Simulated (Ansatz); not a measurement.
The starting structures come from a database of crystals and need not be the phases stable at ambient conditions.

 Where the default PAW files enter, the runs use the earlier of Ansatz's two default sets.

Inside the gap of an insulator the Bloch states are evanescent, with a wavenumber k + iκ along the transport direction.

Data:

```yaml
crystal:
  lattice:
    - [5.52233, 0.00000, 0.00000]
    - [0.00000, 5.52233, 0.00000]
    - [2.76117, -2.76117, 3.92263]
  atoms:
    - { symbol: Sr, position: [0.25000, 0.25000, 0.50000] }
    - { symbol: Sr, position: [0.75000, 0.75000, 0.50000] }
    - { symbol: Ti, position: [0.00000, 0.00000, 0.00000] }
    - { symbol: Ti, position: [0.50000, 0.50000, 0.00000] }
    - { symbol: O, position: [0.22904, 0.27096, 0.00000] }
    - { symbol: O, position: [0.77096, 0.72904, 0.00000] }
    - { symbol: O, position: [0.72904, 0.22904, 0.00000] }
    - { symbol: O, position: [0.27096, 0.77096, 0.00000] }
    - { symbol: O, position: [0.25000, 0.75000, 0.50000] }
    - { symbol: O, position: [0.75000, 0.25000, 0.50000] }
```

Space group of this cell: I4/mcm. The cell is taken as given; by r2SCAN its mean pressure is -0.7 GPa.

Transport runs along the normal of the first two printed cell vectors, the (001) plane of the conventional cell.

The gap is the functional's own, uncorrected, and κ follows it; spin-orbit coupling is left out. Mid-gap values are interpolated between the computed energies.

Problem. Give the band gap and the smallest decay constant κ at mid-gap that r2SCAN (Ansatz, a first-principles code) yields.

Solution. Gap 2.33 eV on a 8×8×8 mesh; κ = 0.260 1/Å, at the zone centre.
